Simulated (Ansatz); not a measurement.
## Sb (model structure, started from the diamond type, Fd-3m, No. 227, 2 atoms in the cell): properties by level of theory

```
level (code)           lattice constant a (Å)  cohesive energy (eV/atom)
---------------------  ----------------------  -------------------------
LDA (Ansatz)                            6.814                       3.24
PBEsol (Ansatz)                         6.872                       2.71
r²SCAN+rVV10 (Ansatz)                     [?]                        [?]
```

Question: What belongs in the gaps?

Answer: 
- r²SCAN+rVV10 (Ansatz, a program for electronic structure), lattice constant a (Å): 6.900
- r²SCAN+rVV10 (Ansatz), cohesive energy (eV/atom): 2.36

Ansatz's density-functional and Hartree–Fock values are scalar-relativistic unless marked +SOC, with PAW data made under PBE.

Free atoms are spin-polarised, in the lowest state found; at levels without +SOC their spin–orbit coupling is left out.

A model structure was made by putting elements into a prototype or built by hand; it is no filed structure, need not be a known phase, and can be a saddle point held by its symmetry.
